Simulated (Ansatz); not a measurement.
# TiC: response to strain

Consider TiC in the rock salt structure (space group Fm-3m, No. 225; a = 4.2934 Å; relaxed with 0.1 eV smearing). Axes: x, y, z lie along the cube axes.

Strains are applied to the cell and any free atomic positions relax; under biaxial strain the out-of-plane vector relaxes too.

Method: PBEsol/PAW in Ansatz (a first-principles code), without spin-orbit coupling.

Notes on the quantities. energy relative to the base: free energy F; pressure: mean of the normal stresses, compression positive.

```csv
variant,energy relative to the base,pressure,volume per atom
base,0 meV/atom,0.0 GPa,9.89 Å³
"biaxial strain −2.50 %, plane normal [111], relaxed out of plane",+23 meV/atom,10.2 GPa,9.55 Å³
"biaxial strain −2.08 %, plane normal [111], relaxed out of plane",+16 meV/atom,8.3 GPa,9.61 Å³
"biaxial strain −1.25 %, plane normal [111], relaxed out of plane",+5.5 meV/atom,4.9 GPa,9.72 Å³
"biaxial strain −0.42 %, plane normal [111], relaxed out of plane",+0.6 meV/atom,1.6 GPa,9.83 Å³
"biaxial strain +0.42 %, plane normal [111], relaxed out of plane",+0.6 meV/atom,-1.5 GPa,9.95 Å³
"biaxial strain +1.25 %, plane normal [111], relaxed out of plane",+5.2 meV/atom,-4.4 GPa,10.06 Å³
"biaxial strain +1.67 %, plane normal [111], relaxed out of plane",+9.2 meV/atom,-5.8 GPa,10.12 Å³
"biaxial strain +2.08 %, plane normal [111], relaxed out of plane",+14 meV/atom,-7.2 GPa,10.18 Å³
"biaxial strain +2.50 %, plane normal [111], relaxed out of plane",+20 meV/atom,-8.5 GPa,10.23 Å³
```

No phonon test of stability was made. All final runs are without spin polarisation.
